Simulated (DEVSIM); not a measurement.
Structure: In0.49Ga0.51P/GaAs n-p heterojunction, at 300 K.

Layer 1 from the left is In0.49Ga0.51P, thickness (μm) 0.540, Nd (cm⁻³) 2e17, τn (s) 1.7e-8, τp (s) 1.7e-8. Layer 2 from the left is GaAs, thickness (μm) 0.210, Na (cm⁻³) 4.5e17, τn (s) 1.7e-8, τp (s) 1.7e-8.

Left contact: ohmic. Right contact: ohmic. Voltage is applied to the left contact. Recombination: SRH at mid-gap, radiative, Auger. Mobility is μmin + (μ − μmin)/(1 + (N/Nref)^α).

This is a model device: material constants are rounded textbook-type values typed into the input, and sizes, dopings and lifetimes were drawn at random. Values at 300 K.

In0.49Ga0.51P: gap (eV) 1.89, affinity (eV) 4, permittivity 11.8, Nc (cm⁻³) 9e17, Nv (cm⁻³) 1.3e19, μn (cm²/Vs) 1500, μp (cm²/Vs) 80, μn,min 400, μp,min 15, Nref,n 2e16, Nref,p 1.5e17, αn 0.7, αp 0.8, B (cm³/s) 1e-10, Cn (cm⁶/s) 3e-30, Cp (cm⁶/s) 3e-30. GaAs: gap (eV) 1.424, affinity (eV) 4.07, permittivity 12.9, Nc (cm⁻³) 4.7e17, Nv (cm⁻³) 9e18, μn (cm²/Vs) 8500, μp (cm²/Vs) 400, μn,min 500, μp,min 20, Nref,n 6e16, Nref,p 1.5e17, αn 0.39, αp 0.38, B (cm³/s) 2e-10, Cn (cm⁶/s) 1e-30, Cp (cm⁶/s) 1e-30.

Simulated with DEVSIM: 1D drift-diffusion, Boltzmann statistics, complete ionisation; no tunnelling, impact ionisation, image-force lowering or self-heating. Band offsets follow the typed affinities; no thermionic-emission limit at abrupt steps, no polarisation charge.

Q: What does the simulation give for the dark forward voltage at 100 A/cm², the potential step across the device at zero bias?

A: dark forward voltage at 100 A/cm² 1.141 V; potential step across the device at zero bias 1.378 V.
